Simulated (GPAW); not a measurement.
A working GPAW input for MgCoGe (P4/nmm, 6 atoms in the cell) (DFT PBEsol, plane waves, GPAW PAW datasets PBEsol (made by gpaw-setup)):

```python
from ase import Atoms
from ase.dft.kpoints import monkhorst_pack
from ase.units import GPa
from gpaw import GPAW

atoms = Atoms(['Mg', 'Mg', 'Co', 'Co', 'Ge', 'Ge'],
              cell=[[3.859710, 0.000000, 0.000000],
                    [0.000000, 3.859710, 0.000000],
                    [0.000000, 0.000000, 6.107480]],
              positions=[[0.000000, 1.929855, 1.938453],
                         [1.929855, 0.000000, 4.169027],
                         [0.000000, 0.000000, 0.000000],
                         [1.929855, 1.929855, 0.000000],
                         [0.000000, 1.929855, 4.737023],
                         [1.929855, 0.000000, 1.370457]],
              pbc=True)

calc = GPAW(mode={'name': 'pw', 'ecut': 850},
            xc='PBEsol',
            kpts=monkhorst_pack((5, 5, 3)) + [0.5 / 5, 0.5 / 5, 0.5 / 3],
            occupations={'name': 'methfessel-paxton', 'width': 0.272, 'order': 1},
            nbands=-10,
            convergence={'density': 1e-05},
            symmetry={'symmorphic': False, 'tolerance': 0.0005},
            maxiter=120,
            txt='-')

atoms.calc = calc

energy = atoms.get_potential_energy()
print('Energy (eV):', round(energy, 6))
forces = atoms.get_forces()
print('Forces (eV/Ang):')
print(forces.round(5))
stress = atoms.get_stress()
print('Stress (GPa, Voigt):', (stress / GPa).round(4))
```

The run converged in 21 iterations: free energy E − TS (from the program's reference atoms) -33.4603 eV; Fermi level (on the code's own zero) 7.68 eV; pressure -0.15 GPa; largest force (vector length) 0.106 eV/Å. Each of these slips is then made, one at a time:

(1)
```diff
-from ase.dft.kpoints import monkhorst_pack
-            kpts=monkhorst_pack((5, 5, 3)) + [0.5 / 5, 0.5 / 5, 0.5 / 3],
```

(2)
```diff
-calc = GPAW(mode={'name': 'pw', 'ecut': 850},
+calc = GPAW(mode={'name': 'pw', 'ecut': 150},
```

(3)
```diff
-                         [0.000000, 1.929855, 4.737023],
-                         [1.929855, 0.000000, 1.370457]],
+                         [0.000000, 1.929855, 4.737023]],
```

**Question.** Predict the outcome of each change.

**Answer.** 
(1) A single k-point for a small metallic cell. The run converged in 35 iterations without an error; against the sound input the free energy rises by 1.10 eV/atom, the pressure goes from -0.15 to 5.54 GPa and the largest force goes from 0.106 to 1.910 eV/Å.

(2) A basis or grid far too coarse for these potentials. The run converged in 19 iterations without an error; against the sound input the free energy rises by 13.4 eV/atom, the pressure goes from -0.15 to -545.5 GPa and the largest force goes from 0.106 to 0.596 eV/Å.

(3) An atom count that does not match the list of atoms. The program stopped before any SCF iteration, with the message: ValueError: Array "positions" has wrong length: 5 != 6..

The starting cell comes from a database of computed structures (which also holds hypothetical and non-ambient phases and stackings), without a prior relaxation at this level. Spin polarisation is off. Without a gap this mesh is coarse (it stands for a supercell whose shortest vector is 18 Å).

Left out of this page: 4 runs of the series outside the window shown, repeating another row's setting, or not comparable.
